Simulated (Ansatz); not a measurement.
Base system: SiC in the zinc blende structure (space group F-43m, No. 216; a = 4.380 Å). Axes: x, y, z lie along the cube axes.

Level of theory: DFT with PBE, PAW potentials and a 420 eV plane-wave cutoff in Ansatz (a program for electronic structure), without spin-orbit coupling, earlier PAW set.

It is then changed as follows: the cell is scaled by 0.9747 in all directions; the atoms relax in the strained cell.

Question: Predict the stress tensor and what it implies for the stiffness.

Answer: Stress of the strained cell less that of the base (GPa, compression positive):
```
  19.02    0.00    0.00
   0.00   19.02    0.00
   0.00    0.00   19.02
```

Then B = −ΔP/(ΔV/V₀) with ΔV/V₀ = -0.0740 gives secant stiffness values (nonlinear terms included at this strain): B ≈ 257 GPa.

As a check, the harmonic strain energy −½ V₀ Δσ:ε is 47 meV/atom; the computed energy rise is 43 meV/atom.

No phonon test of stability was made.
